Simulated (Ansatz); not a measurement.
## A computed series for hypothetical I4_132 B: carrier doping

Base system: B (space group I4_132, No. 214; a = 4.653 Å; a hypothetical phase, not in the database extracts checked).

Carriers are added at fixed cell with a uniform background; the Fermi–Dirac width is that of 300 K.

Levels (all Ansatz, an electronic-structure program, PAW): PBE (420 eV, scalar-relativistic without spin-orbit coupling); PBEsol (420 eV, no SOC).

The base cell above is that of PBE; each level relaxes its own structures.

Notes on the quantities. Fermi level from band edge: Fermi level relative to the doped band's edge (positive inside the band; to 0.05 eV).

| case | Fermi level from band edge, PBE | Fermi level from band edge, PBEsol |
|---|---|---|
| electrons 1.0×10^21 cm⁻³ | +0.10 eV | +0.10 eV |
| electrons 1.5×10^21 cm⁻³ | +0.15 eV | +0.15 eV |
| electrons 2.0×10^21 cm⁻³ | +0.15 eV | +0.20 eV |
| electrons 1.0×10^22 cm⁻³ | +0.60 eV | +0.65 eV |
| holes 1.0×10^21 cm⁻³ | +0.10 eV | +0.10 eV |
| holes 1.5×10^21 cm⁻³ | +0.15 eV | +0.15 eV |
| holes 2.0×10^21 cm⁻³ | +0.20 eV | +0.20 eV |
| holes 1.0×10^22 cm⁻³ | +0.55 eV | +0.55 eV |

The two levels differ by at most about 0.05 eV. Near ties aside, they put the cases in the same order.

Carriers are added with a uniform compensating background; total energy and stress of such cells depend on the potential's zero and are not compared; many-body gap narrowing is missing at this level. Whether these cells are dynamically stable was not tested.
